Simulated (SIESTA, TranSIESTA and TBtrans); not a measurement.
Run with TranSIESTA and TBtrans (open boundaries, self-consistent; PseudoDojo norm-conserving potentials, scalar-relativistic): Spin polarized, PAO.BasisSize DZP, PAO.EnergyShift 0.15 eV, XC.Authors PBE, Mesh.Cutoff 200 Ry, ElectronicTemperature 300 K, TS.Voltage 0.0 eV, TBT.Elecs.Eta 0.001 eV.

System: Fe chain with one bond stretched by 0.6 Å. Leads: straight Fe chain, spacing 2.385 Å. Geometry: as built, not relaxed. Transport runs along z; the first 6 and the last 6 of the 20 atoms are the lead cells, repeated to infinity.

```xyz
20
Lattice="9.000 0.000 0.000 0.000 9.000 0.000 0.000 0.000 48.300" Properties=species:S:1:pos:R:3 pbc="F F T"
Fe     4.500     4.500     0.000
Fe     4.500     4.500     2.385
Fe     4.500     4.500     4.770
Fe     4.500     4.500     7.155
Fe     4.500     4.500     9.540
Fe     4.500     4.500    11.925
Fe     4.500     4.500    14.310
Fe     4.500     4.500    16.695
Fe     4.500     4.500    19.080
Fe     4.500     4.500    21.465
Fe     4.500     4.500    24.450
Fe     4.500     4.500    26.835
Fe     4.500     4.500    29.220
Fe     4.500     4.500    31.605
Fe     4.500     4.500    33.990
Fe     4.500     4.500    36.375
Fe     4.500     4.500    38.760
Fe     4.500     4.500    41.145
Fe     4.500     4.500    43.530
Fe     4.500     4.500    45.915
```
Starting moments (μB): atom 7 +3.2, atom 8 +3.2, atom 9 +3.2, atom 10 +3.2, atom 11 +3.2, atom 12 +3.2, atom 13 +3.2, atom 14 +3.2; lead atoms +3.2 (left) and +3.2 (right).

Give the largest eigenchannel transmissions at the Fermi level (four at most) and the total.

Up: 0.99 (total 0.99); down: 0.99, 0.10, 0.10, 0.033 (total 1.23). The magnetic order of the leads was set by the start, and no other order was tried; the separate lead runs end at 3.46 (left) and 3.46 (right) μB an atom. The straight chain is held at its spacing; free chains may zigzag or dimerise.
